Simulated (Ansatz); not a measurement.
Consider SiC (space group P6_3mc, No. 186; a = 3.0781 Å, c = 10.0760 Å). Axes: x lies along a and z along c of the hexagonal cell.

All numbers come from PBEsol/PAW in Ansatz (a first-principles code), no spin-orbit coupling.

For the base:

```
Property    Value
--------  -------
Band gap  2.12 eV
```

Now apply this change: biaxial strain −2.25 %, plane normal [001], relaxed out of plane (Cartesian); in-plane vectors clamped, the third vector and the atoms free.

What happens to the ratio −ε⊥/ε∥ and band gap?

The ratio −ε⊥/ε∥ amounts to 0.23; the band gap shrinks by 0.20 eV to 1.92 eV.

Gaps are Kohn–Sham eigenvalue differences; semilocal functionals usually give less than the measured gap. Stability against distortions was not tested.
